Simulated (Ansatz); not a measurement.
Base system: Fe in the bcc (W type) structure (space group Im-3m, No. 229; ferromagnetic).

```yaml
crystal:
  lattice:
    - [-1.43226, 1.43226, 1.43226]
    - [1.43226, -1.43226, 1.43226]
    - [1.43226, 1.43226, -1.43226]
  atoms:
    - { symbol: Fe, position: [0.00000, 0.00000, 0.00000] }
```

Cartesian axes are those of the cell as printed.

All numbers come from r2SCAN (Ansatz, a quantum-chemistry and plane-wave program), no spin-orbit coupling.

Base values:

| Property | Value |
|---|---|
| Largest site moment | 2.79 μB |
| Magnetic state | ferromagnetic |
| Band gap | zero |

Modification: a free-standing slab of 1 layer (1 atom, 1 a layer) is cut normal to [110], with 15 Å of vacuum and the in-plane cell held at bulk; forces were under the threshold from the start, so the atoms kept their bulk positions.

Predict the new largest site moment, magnetic state and band gap.

The largest site moment grows by 0.303 μB (2.79 μB → 3.10 μB); the magnetic state stays ferromagnetic; the band gap is still zero.

Other magnetic orders, which the real material may have, were not ruled out. Stability against distortions was not tested.
